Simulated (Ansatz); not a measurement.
Take HgSe in the zinc blende structure (space group F-43m, No. 216; a = 6.133 Å) as the base.

All numbers come from PBEsol/PAW in Ansatz (a program for electronic structure), no SOC.

Now apply this change: every Hg is replaced by Cd, then cell and atoms are relaxed.

Measured lattice parameter a: HgSe 6.085 Å (room temperature; as listed in Cardona et al., arXiv (2009)); CdSe 6.077 Å (room temperature; as listed in arXiv:1206.3780).

How well does PBEsol reproduce the measured shift?

With PBEsol the lattice parameter a moves by -0.052 Å (6.133 → 6.082) against -0.008 Å measured.

Stability against distortions was not tested. All final runs are without spin polarisation.
